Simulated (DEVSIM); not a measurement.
Structure: abrupt Si n-p junction, at 250 K.

Layer 1 from the left is Si, thickness (μm) 0.120, Nd (cm⁻³) 2.5e17, τn (s) 4.5e-5, τp (s) 4.5e-5. Layer 2 from the left is Si, thickness (μm) 1.10, Na (cm⁻³) 4.9e17, τn (s) 4.5e-5, τp (s) 4.5e-5.

Left contact: ohmic. Right contact: ohmic. Voltage is applied to the left contact. Recombination: SRH at mid-gap, radiative. Mobility is constant in doping.

The device is made up for the run: typed textbook-type constants, with dimensions and the other settings drawn at random. Values at 300 K; Nc and Nv go as T^1.5, mobilities as T to minus their exponent, the gap by Varshni's rule with the affinity fixed.

Si: gap (eV) 1.124, affinity (eV) 4.05, permittivity 11.7, Nc (cm⁻³) 2.86e19, Nv (cm⁻³) 3.1e19, μn (cm²/Vs) 1417, μp (cm²/Vs) 470, T exponent of μn 2.3, T exponent of μp 2.2, B (cm³/s) 4.7e-15, Varshni α (eV/K) 0.000473, Varshni β (K) 636.

Model (solved in DEVSIM): 1D drift-diffusion, Boltzmann statistics, complete ionisation; no tunnelling, impact ionisation, image-force lowering or self-heating.

Dark forward current:

| |V| (V) | |J| (A/cm²) |
|---|---|
| 0.15 | 1.233e-11 |
| 0.20 | 1.109e-10 |
| 0.25 | 1.065e-9 |
| 0.30 | 1.046e-8 |
| 0.35 | 1.037e-7 |
| 0.40 | 1.030e-6 |
| 0.45 | 1.024e-5 |
| 0.50 | 0.0001017 |
| 0.55 | 0.001010 |
| 0.60 | 0.01002 |
| 0.65 | 0.09930 |
| 0.70 | 0.9821 |
| 0.75 | 9.682 |
| 0.80 | 94.46 |
| 0.85 | 865.6 |
| 0.90 | 5769 |

Q: Work out the local ideality factor n = ΔV / (kT/q · ln(J2/J1)) between the rows 0.15 and 0.20 V, 0.40 and 0.45 V, 0.85 and 0.90 V.

A: kT/q = 21.54 mV. From 0.15 to 0.20 V: ln(1.109e-10/1.233e-11) = 2.197, n = 1.06, near the 1 of diffusion or emission over a barrier. From 0.40 to 0.45 V: ln(1.024e-5/1.030e-6) = 2.297, n = 1.01, near the 1 of diffusion or emission over a barrier. From 0.85 to 0.90 V: ln(5769/865.6) = 1.897, n = 1.22; the layers' resistance at their doping, Σ W/(qμN) = 2.1e-6 Ω cm², would take 10 mV of this step of 50 mV.

Q: Estimate the current at 0.50 V from the Shockley equation with J0 = Σ q ni² D/(N L) coth(W/L), τ joining the SRH, radiative and Auger lifetimes that are on, and W taken as the whole layer.

A: ni² = 6.36e15 cm⁻⁶; holes in the n layer: μ = 702 cm²/Vs, D = 15.1 cm²/s, τ = 4.27e-5 s, L = 254 μm, W/L = 0.00047, term 5.14e-15 A/cm²; electrons in the p layer: μ = 2160 cm²/Vs, D = 46.4 cm²/s, τ = 4.08e-5 s, L = 435 μm, W/L = 0.0025, term 8.78e-16 A/cm². J0 = 6.01e-15 A/cm², and J = J0 exp(qV/kT) = 7.25e-5 A/cm². The simulation gives 0.000102 A/cm²; the estimate lies 29 % below. The estimate leaves out recombination in the depletion region and that region's share of W.
